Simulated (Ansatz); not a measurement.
**PBE against r2SCAN: SiO2, Si → B**

Start from SiO₂ (space group P3_121, No. 152; a = 5.020 Å, c = 5.509 Å).

(Cell as relaxed with PBE.)

Levels (all Ansatz, an electronic-structure program, PAW, earlier PAW set): PBE (420 eV, without spin-orbit coupling); r2SCAN (500 eV, no SOC).

Each level relaxes its own structure.

| base | PBE | r2SCAN |
|---|---|---|
| volume per atom | 13.36 Å³ | 12.62 Å³ |
| lattice parameter a | 5.020 Å | 4.920 Å |
| band gap | 5.68 eV | 6.60 eV |

Perturbation: full substitution Si → B; the structure is relaxed again.

| quantity | PBE | r2SCAN |
|---|---|---|
| band gap | zero | ? |
| largest site moment | 0.36 μB | ? |
| shortest interatomic distance | 1.452 Å | ? |

Q: What does r2SCAN give?

A: 
- band gap, r2SCAN: zero
- largest site moment, r2SCAN: 0.38 μB
- shortest interatomic distance, r2SCAN: 1.443 Å

PBE's shortest interatomic distance lies 0.009 Å above r2SCAN's (0.6 %); the two agree on the band gap. Neither level is exact; r2SCAN is the comparison here, not a measurement.

The magnetic state is the one reached from the starting moments; the real material's order can differ, and small cells can't hold many antiferromagnetic ones. Stability against distortions was not tested. As relaxed here, BO2 is a hypothetical phase, not in the database extracts checked.
